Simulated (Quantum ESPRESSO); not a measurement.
Quantum ESPRESSO run on La3Te4 (I-43d, 14 atoms in the cell): self-consistent single point.

Method: PBEsol, GBRV 1.5 ultrasoft (PBESOL) pseudopotentials (plane waves; Quantum ESPRESSO 7.5).

```yaml
crystal:
  lattice:
    - [-4.80950, 4.80950, 4.80950]
    - [4.80950, -4.80950, 4.80950]
    - [4.80950, 4.80950, -4.80950]
  atoms:
    - { symbol: Te, position: [0.16600, 0.16600, 0.16600] }
    - { symbol: Te, position: [0.83400, 0.50000, 0.00000] }
    - { symbol: Te, position: [0.50000, 0.00000, 0.33400] }
    - { symbol: Te, position: [0.00000, 0.83400, 0.50000] }
    - { symbol: Te, position: [0.33400, 0.50000, 0.00000] }
    - { symbol: Te, position: [0.66600, 0.66600, 0.66600] }
    - { symbol: Te, position: [0.00000, 0.33400, 0.50000] }
    - { symbol: Te, position: [0.50000, 0.00000, 0.83400] }
    - { symbol: La, position: [0.25000, 0.62500, 0.37500] }
    - { symbol: La, position: [0.37500, 0.25000, 0.62500] }
    - { symbol: La, position: [0.75000, 0.87500, 0.12500] }
    - { symbol: La, position: [0.12500, 0.75000, 0.87500] }
    - { symbol: La, position: [0.62500, 0.37500, 0.25000] }
    - { symbol: La, position: [0.87500, 0.12500, 0.75000] }
```

Reference input (self-consistent single point, DFT, PBEsol, plane waves, GBRV 1.5 ultrasoft (PBESOL) pseudopotentials): ecutwfc = 40 Ry; ecutrho = 200 Ry; occupations = smearing; smearing = fd; degauss = 0.0099958 Ry; potentials = {Te: te_pbesol_v1.uspp.F.UPF, La: la_pbesol_v1.uspp.F.UPF}; K_POINTS = automatic 4 4 4 0 0 0; conv_thr = 1e-10 Ry. This run's input differs from it in these lines:

```diff
@@ -17,3 +17,3 @@
     smearing = 'fd',
-    degauss = 0.0099958,
+    degauss = 0.011025,
 /
```

The program printed (abridged):

```
     Self-consistent Calculation

     iteration #  1     ecut=    40.00 Ry     beta= 0.70

---- Real-time Memory Report at c_bands before calling an iterative solver
          1313 MiB given to the printing process from OS
           256 MiB allocation reported by mallinfo(arena+hblkhd)
------------------

     Threshold (ethr) on eigenvalues was too large:
     Diagonalizing with lowered threshold

---- Real-time Memory Report at c_bands before calling an iterative solver
          1507 MiB given to the printing process from OS
           279 MiB allocation reported by mallinfo(arena+hblkhd)
------------------

   [... lines left out ...]
          1541 MiB given to the printing process from OS
           364 MiB allocation reported by mallinfo(arena+hblkhd)
------------------

     negative rho (up, down):  2.880E-01 0.000E+00

     total energy              =    -826.28933486 Ry
     estimated scf accuracy    <          3.7E-10 Ry

     iteration # 10     ecut=    40.00 Ry     beta= 0.70

---- Real-time Memory Report at c_bands before calling an iterative solver
          1541 MiB given to the printing process from OS
           367 MiB allocation reported by mallinfo(arena+hblkhd)
------------------

     negative rho (up, down):  2.880E-01 0.000E+00
     End of self-consistent calculation

     the Fermi energy is    10.2900 ev

!    total energy              =    -826.28933490 Ry
     estimated scf accuracy    <          5.9E-11 Ry
     smearing contrib. (-TS)   =      -0.04460521 Ry
     internal energy E=F+TS    =    -826.24472968 Ry

     convergence has been achieved in  10 iterations

     negative rho (up, down):  2.880E-01 0.000E+00

     Forces acting on atoms (cartesian axes, Ry/au):

     atom    1 type  1   force =    -0.00886841   -0.00886841   -0.00886841
     atom    2 type  1   force =    -0.00886841    0.00886841    0.00886841
     atom    3 type  1   force =     0.00886841    0.00886841   -0.00886841
     atom    4 type  1   force =     0.00886841   -0.00886841    0.00886841
     atom    5 type  1   force =    -0.00886841    0.00886841    0.00886841
   [... lines left out ...]
     Total force =     0.043446     Total SCF correction =     0.000001
   [... lines left out ...]

     negative rho (up, down):  2.880E-01 0.000E+00
          total   stress  (Ry/bohr**3)                   (kbar)     P=      -16.42
  -0.00011164   0.00000000   0.00000000          -16.42        0.00        0.00
   0.00000000  -0.00011164   0.00000000            0.00      -16.42        0.00
   0.00000000   0.00000000  -0.00011164            0.00        0.00      -16.42

   JOB DONE.
```

The run converged in 10 iterations. Against the reference run the free energy drops by 4.0 meV/atom, the pressure moves little (-1.66 to -1.64 GPa) and the largest force moves little (0.396 to 0.395 eV/Å).

The starting cell comes from a database of published, mostly measured structures (it also holds non-ambient and calculated ones), without a prior relaxation at this level.

Cost on one core of a shared machine: roughly 6 min.
